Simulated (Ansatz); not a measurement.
**Cu3PdN, pressure series**

Base system: Cu3PdN in the anti-perovskite structure (space group Pm-3m, No. 221; a = 3.8201 Å; a cell from a computed database, its experimental status unchecked).

Cell and atoms are relaxed at each pressure.

Calculations: DFT with PBEsol, PAW potentials and a 420 eV plane-wave cutoff in Ansatz (an electronic-structure program), no spin-orbit coupling.

```
pressure (GPa)  volume per atom (Å³/atom)
--------------  -------------------------
-2                                 11.269
-1                                      ?
0                                  11.149
0.3                                11.132
0.7                                11.109
1.5                                11.064
3                                  10.983
7.5                                10.758
10                                 10.643
```

Problem. Fit the third-order Birch–Murnaghan form P(V) = (3B₀/2)[(V₀/V)^(7/3) − (V₀/V)^(5/3)]·[1 + (3/4)(B₀′ − 4)((V₀/V)^(2/3) − 1)] (squares taken in P) to the rows shown and predict the withheld row.

Solution. Least squares on the printed values gives V₀ = 11.149 Å³/atom, B₀ = 192 GPa, B₀′ = 4.8; this predicts 11.208 Å³/atom, and the run gives 11.208 Å³/atom, in agreement.

Load acts through the strain it causes; cell and atoms are relaxed under it. No phonon test of stability was made. No other phases were tried under pressure. The final runs are not spin-polarised.
